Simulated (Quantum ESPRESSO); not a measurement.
# Quick settings and what they miss: ZrNi3 (P6_3/mmc, 8 atoms in the cell)

Self-consistent single point.

```xyz
8
Lattice="5.3294 0.0000 0.0000 -2.6647 4.6154 0.0000 0.0000 0.0000 4.3215" Properties=species:S:1:pos:R:3 pbc="T T T"
Zr     2.6647     1.5385     3.2411
Zr     0.0000     3.0769     1.0804
Ni     0.0000     1.4388     3.2411
Ni     2.6647     3.1765     1.0804
Ni     4.0833     0.7194     1.0804
Ni    -1.4186     3.8960     3.2411
Ni     1.4186     3.8960     3.2411
Ni     1.2461     0.7194     1.0804
```

Level of theory: LDA (PZ), PSlibrary PAW (LDA) pseudopotentials (plane waves; Quantum ESPRESSO).

Base settings: ecutwfc = 55 Ry; ecutrho = 330 Ry; occupations = smearing; smearing = marzari-vanderbilt; degauss = 0.0147 Ry; potentials = {Zr: Zr.pz-spn-kjpaw_psl.1.0.0.UPF, Ni: Ni.pz-n-kjpaw_psl.1.0.0.UPF}; K_POINTS = automatic 7 7 7 0 0 0; conv_thr = 1e-10 Ry.

Tight run (finer mesh or higher cutoff; not a proven limit): ecutwfc: 55 Ry → 77 Ry; ecutrho: 330 Ry → 462 Ry; conv_thr: 1e-10 Ry → 7.3e-11 Ry; K_POINTS: automatic 7 7 7 0 0 0 → automatic 10 10 10 0 0 0. It gave Fermi level (on the code's own zero) 14.24 eV; pressure -14.26 GPa; largest force (vector length) 0.139 eV/Å.

Quick runs, as changes from the base:
- A: the base itself
- B: ecutwfc: 55 Ry → 33 Ry; ecutrho: 330 Ry → 198 Ry; smearing: marzari-vanderbilt → fermi-dirac; degauss: 0.0147 Ry → 0.019992 Ry; conv_thr: 1e-10 Ry → 7.3e-06 Ry; K_POINTS: automatic 7 7 7 0 0 0 → automatic 6 6 6 0 0 0
- C: ecutwfc: 55 Ry → 44 Ry; ecutrho: 330 Ry → 264 Ry; K_POINTS: automatic 7 7 7 0 0 0 → automatic 6 6 6 0 0 0
- D: ecutwfc: 55 Ry → 28 Ry; ecutrho: 330 Ry → 168 Ry; degauss: 0.0147 Ry → 0.019992 Ry; conv_thr: 1e-10 Ry → 7.3e-05 Ry; K_POINTS: automatic 7 7 7 0 0 0 → automatic 8 8 8 0 0 0
- E: degauss: 0.0147 Ry → 0.0099958 Ry; K_POINTS: automatic 7 7 7 0 0 0 → automatic 4 4 4 0 0 0
- F: ecutwfc: 55 Ry → 28 Ry; ecutrho: 330 Ry → 168 Ry; K_POINTS: automatic 7 7 7 0 0 0 → automatic 2 2 2 0 0 0

Energies are extrapolated to zero smearing width, which holds to low order in the width alone (under cold and Methfessel-Paxton smearing the free energy itself is taken).

Dashes: pressure of B, D, not trusted under this conv_thr with d or f elements; time of F, under 30 s.

The count of work is k-points × plane waves × bands × iterations; it is no time. Core times come from one kind of shared machine and are given to one figure; runs under 30 s give none.

The starting cell comes from a database of computed structures (which also holds hypothetical and non-ambient phases and stackings), without a prior relaxation at this level. Its lattice was rescaled by a random factor within 2.5 % of one. Spin polarisation is off. In the base run, with a pressure of about -14 GPa the cell is away from its equilibrium volume at this level.

| run | energy less tight (meV/atom) | pressure less tight (GPa) | largest miss in a force vector (eV/Å) | count of work / tight | core time / tight (rough) |
|---|---|---|---|---|---|
| A | 7.7 | -0.12 | 0.004 | 0.17 | 0.2 |
| B | 112.2 | – | 0.017 | 0.047 | 0.06 |
| C | 35.6 | -1.38 | 0.002 | 0.12 | 0.2 |
| D | 351.4 | – | 0.019 | 0.042 | 0.08 |
| E | 3.7 | -0.21 | 0.012 | 0.086 | 0.2 |
| F | 395.5 | -28.05 | 0.095 | 0.0062 | – |

Among the runs at the tight run's level, the energy misses run from 3.7 to 395.5 meV/atom.
